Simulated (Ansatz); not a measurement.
## A computed series for SnTe: response to strain

Take SnTe in the rock salt structure (space group Fm-3m, No. 225; a = 6.3712 Å) as the base. Axes: x, y, z lie along the cube axes.

Strains are applied to the cell and any free atomic positions relax; under biaxial strain the out-of-plane vector relaxes too.

All numbers come from DFT with r2SCAN, PAW potentials and a 500 eV plane-wave cutoff in Ansatz (a first-principles code), no spin-orbit coupling, earlier PAW set.

Notes on the quantities. pressure: mean of the normal stresses, compression positive; energy relative to the base: free energy F.

```tsv
change	pressure	band gap	energy relative to the base	gap character
base	0.00 GPa	0.13 eV	0 meV/atom	–
biaxial strain +3.11 %, plane normal [001], relaxed out of plane	(withheld)	(withheld)	+22 meV/atom	direct at N
biaxial strain −4.05 %, plane normal [110], relaxed out of plane	2.9 GPa	zero	(withheld)	–
biaxial strain +0.19 %, plane normal [110], relaxed out of plane	(withheld)	0.12 eV	+0.1 meV/atom	indirect, S → R
tensor shear ε_xz = +0.39 %	0.00 GPa	0.08 eV	+0.1 meV/atom	indirect, S → R
```

Q: What belongs in the blanks?

A: 
- biaxial strain +3.11 %, plane normal [001], relaxed out of plane, pressure: -2.18 GPa
- biaxial strain +3.11 %, plane normal [001], relaxed out of plane, band gap: 0.24 eV
- biaxial strain −4.05 %, plane normal [110], relaxed out of plane, energy relative to the base: +34 meV/atom
- biaxial strain +0.19 %, plane normal [110], relaxed out of plane, pressure: -0.11 GPa

A biaxial case was relaxed in a doubled cell and then solved in the primitive one. With Te present, leaving out spin-orbit coupling can change the band edges. Whether these cells are dynamically stable was not tested. The final runs are not spin-polarised. The zero or small gap of SnTe can change with the level of theory. Labels are those of the standard path for the cell's own space group.
